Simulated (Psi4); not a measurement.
Psi4 1.11, unrestricted BP86/def2-tzvp: C#C[CH2], charge 0, multiplicity 2, 6 atoms. The geometry is a generated start, not checked to be a minimum at this level.

```yaml
task: energy
method: bp86
basis: def2-tzvp
memory: 3 GB
maxiter: 100
keys_of_the_molecule_block: symmetry c1
scf_type: df (default)
e_convergence: 1e-06 (default)
d_convergence: 1e-06 (default)
dft_radial_points: 75 (default)
dft_spherical_points: 302 (default)
basis_functions: 111
grid_points: 130431
```

```xyz
6

C      1.4690    -0.1687     0.2523
C      0.2751     0.0003     0.0608
C     -1.0544     0.1575    -0.1207
H      2.4927    -0.3966     0.2442
H     -1.4384     0.9842    -0.6882
H     -1.7440    -0.5767     0.2516
```

Charge 0 and multiplicity 2 are set for this test and not shown to be the ground state.

With the defaults (diis = true, scf_initial_accelerator = adiis, damping_percentage = 0, soscf = false, diis_max_vecs = 10, guess = auto, which took SAD, level_shift = 0, level_shift_cutoff = 0.01) it converges in 10 SCF iterations. One run each on 2 threads, with these changes:
- guess = modhuckel
- guess = sap
- diis_max_vecs = 6
- damping_percentage = 20
- damping_percentage = 60
- diis_max_vecs = 20
- diis = false, scf_initial_accelerator = none, damping_percentage = 60
- soscf = true
- level_shift = 0.1, level_shift_cutoff = 0.001

Problem. Name the settings that don't reach the solution of the defaults.

Solution. No convergence: diis = false, scf_initial_accelerator = none, damping_percentage = 60 (the run ends without SCF convergence in 100 iterations). The rest reach the solution of the defaults.

| setting | SCF iterations | JK calls | end |
|---|---|---|---|
| soscf = true | 8 | 29 | same solution |
| the defaults | 10 | 11 | same solution |
| diis_max_vecs = 20 | 10 | 11 | same solution |
| level_shift = 0.1, level_shift_cutoff = 0.001 | 10 | 11 | same solution |
| diis_max_vecs = 6 | 11 | 12 | same solution |
| guess = modhuckel | 11 | 22 | same solution |
| guess = sap | 12 | 12 | same solution |
| damping_percentage = 20 | 18 | 19 | same solution |
| damping_percentage = 60 | 52 | 53 | same solution |
| diis = false, scf_initial_accelerator = none, damping_percentage = 60 | 100 | 101 | no convergence |

An SOSCF iteration holds several JK calls; a Hückel guess adds calls on atoms.
